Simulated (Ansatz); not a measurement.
Reference: InP (F-43m), PBEsol, rigid bands (plane waves, PAW, scalar-relativistic; Ansatz, a program for electronic structure); axes and stresses refer to this cell.

```
CELL_PARAMETERS angstrom
      0.00000     2.93916     2.93916
      2.93916     0.00000     2.93916
      2.93916     2.93916     0.00000
ATOMIC_POSITIONS crystal
  In 0.00000 0.00000 0.00000
  P  0.25000 0.25000 0.25000
```

The Seebeck coefficient, n-type 1e19 cm⁻³ is -43 μV/K. The electron conductivity mass comes out as 0.056 mₑ and the Seebeck coefficient, p-type 1e19 cm⁻³ is 344 μV/K.

**Question.** Change: spin-orbit coupling switched on. What happens to Seebeck coefficient, n-type 1e19 cm⁻³, electron conductivity mass, Seebeck coefficient, p-type 1e19 cm⁻³?

**Answer.** Seebeck coefficient, n-type 1e19 cm⁻³ moves little, to -44 μV/K; electron conductivity mass moves little, to 0.056 mₑ; Seebeck coefficient, p-type 1e19 cm⁻³ falls to 317 μV/K.

Masses are for dilute carriers at 300 K, harmonic means over directions unless an axis is named. Seebeck coefficients are for the stated density at 300 K, with one relaxation time for all states and whether or not that doping can be reached. Spin-orbit coupling is left out unless a row names it; without it hole values are far off for these elements.
